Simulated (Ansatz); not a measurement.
System: MgZnO2 (P3m1, No. 156, 4 atoms in the cell; start mp-1221905). Method: PBE0 (PAW; Ansatz, a first-principles code).

Run with plane-wave cutoff 460 eV, 9×9×6 k mesh (along the axes of the cell as run), Fermi–Dirac smearing 0.01 eV, scalar-relativistic PAW data made under PBE.

Cell (relaxed with PBEsol):

```cif
data_MgO2Zn
_chemical_formula_sum 'Mg1 Zn1 O2'
_space_group_name_H-M_alt 'P3m1'
_space_group_IT_number 156
_space_group_name_Hall 'P 3 -2"'
_cell_length_a 3.26511
_cell_length_b 3.26511
_cell_length_c 5.12437
_cell_angle_alpha 90.000
_cell_angle_beta 90.000
_cell_angle_gamma 120.000
loop_
_atom_site_label
_atom_site_type_symbol
_atom_site_symmetry_multiplicity
_atom_site_Wyckoff_symbol
_atom_site_fract_x
_atom_site_fract_y
_atom_site_fract_z
_atom_site_occupancy
Mg1 Mg 1 b 0.33333 0.66667 0.49612 1
Zn1 Zn 1 c 0.66667 0.33333 0.00285 1
O1 O 1 b 0.33333 0.66667 0.88465 1
O2 O 1 c 0.66667 0.33333 0.38837 1
```

Predict the band gap.


band gap: 4.22 eV (on the SCF k mesh)

Note: cell and atoms aren't relaxed at this level (pressure 0.4 GPa).

Computed values are for the static lattice.

Cost on a shared machine: very roughly 4 core-minutes.

A start named mp-… is a Materials Project structure, which need not be a measured phase.
